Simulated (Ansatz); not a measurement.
(Sn)7/(CdTe)7 zinc blende (110) superlattice on InSb (the substrate's cell is 0.3 % off cubic on its mesh, so the two in-plane strains differ), space group Pmm2.

The geometry comes from a PBE relaxation.

```yaml
crystal:
  lattice:
    - [4.69647, 0.00000, 0.00000]
    - [0.00000, 6.62475, 0.00000]
    - [0.00000, 0.00000, 32.95115]
  atoms:
    - { symbol: Sn, position: [0.00000, 0.99584, 0.00409] }
    - { symbol: Sn, position: [0.50000, 0.24370, 0.99728] }
    - { symbol: Sn, position: [0.50000, 0.46753, 0.07170] }
    - { symbol: Sn, position: [0.00000, 0.71885, 0.07200] }
    - { symbol: Sn, position: [0.00000, 0.97282, 0.14324] }
    - { symbol: Sn, position: [0.50000, 0.22428, 0.14371] }
    - { symbol: Sn, position: [0.50000, 0.47266, 0.21511] }
    - { symbol: Sn, position: [0.00000, 0.72424, 0.21511] }
    - { symbol: Sn, position: [0.00000, 0.97282, 0.28697] }
    - { symbol: Sn, position: [0.50000, 0.22428, 0.28651] }
    - { symbol: Sn, position: [0.50000, 0.46753, 0.35852] }
    - { symbol: Sn, position: [0.00000, 0.71885, 0.35822] }
    - { symbol: Sn, position: [0.00000, 0.99584, 0.42613] }
    - { symbol: Sn, position: [0.50000, 0.24370, 0.43294] }
    - { symbol: Cd, position: [0.50000, 0.50735, 0.49937] }
    - { symbol: Te, position: [0.00000, 0.76791, 0.50194] }
    - { symbol: Cd, position: [0.00000, 0.02906, 0.57310] }
    - { symbol: Te, position: [0.50000, 0.27639, 0.57360] }
    - { symbol: Cd, position: [0.50000, 0.52508, 0.64459] }
    - { symbol: Te, position: [0.00000, 0.77433, 0.64374] }
    - { symbol: Cd, position: [0.00000, 0.02377, 0.71511] }
    - { symbol: Te, position: [0.50000, 0.27304, 0.71511] }
    - { symbol: Cd, position: [0.50000, 0.52508, 0.78562] }
    - { symbol: Te, position: [0.00000, 0.77433, 0.78648] }
    - { symbol: Cd, position: [0.00000, 0.02906, 0.85712] }
    - { symbol: Te, position: [0.50000, 0.27639, 0.85662] }
    - { symbol: Cd, position: [0.50000, 0.50735, 0.93085] }
    - { symbol: Te, position: [0.00000, 0.76791, 0.92828] }
```

All values below come from HSE06 with spin-orbit coupling (plane waves to 420 eV, PAW; Ansatz, a first-principles code).  Its k-point mesh 4×3×1, Fermi–Dirac width 0.01 eV. HSE06 ran on meshes of its own (4×3×1); its edges and gaps are taken over the mesh and over extra points off it, mostly where PBE has its edges.

Question: List the levels next to the gap at (0.000, 0.000, 0.500) of this cell's own (folded) zone, from the top of the valence band (the table ends after a fixed count of bands, which can cut a degenerate set).

Answer: 
```json
[
 {"band": "v8", "E − E_v (eV)": "-0.621"},
 {"band": "v7", "E − E_v (eV)": "-0.621"},
 {"band": "v6", "E − E_v (eV)": "-0.398"},
 {"band": "v5", "E − E_v (eV)": "-0.398"},
 {"band": "v4", "E − E_v (eV)": "-0.231"},
 {"band": "v3", "E − E_v (eV)": "-0.231"},
 {"band": "v2", "E − E_v (eV)": "0.000"},
 {"band": "v1", "E − E_v (eV)": "0.000"},
 {"band": "c1", "E − E_v (eV)": "0.241"},
 {"band": "c2", "E − E_v (eV)": "0.241"},
 {"band": "c3", "E − E_v (eV)": "0.734"},
 {"band": "c4", "E − E_v (eV)": "0.734"},
 {"band": "c5", "E − E_v (eV)": "1.255"},
 {"band": "c6", "E − E_v (eV)": "1.255"},
 {"band": "c7", "E − E_v (eV)": "1.289"},
 {"band": "c8", "E − E_v (eV)": "1.289"}
]
```
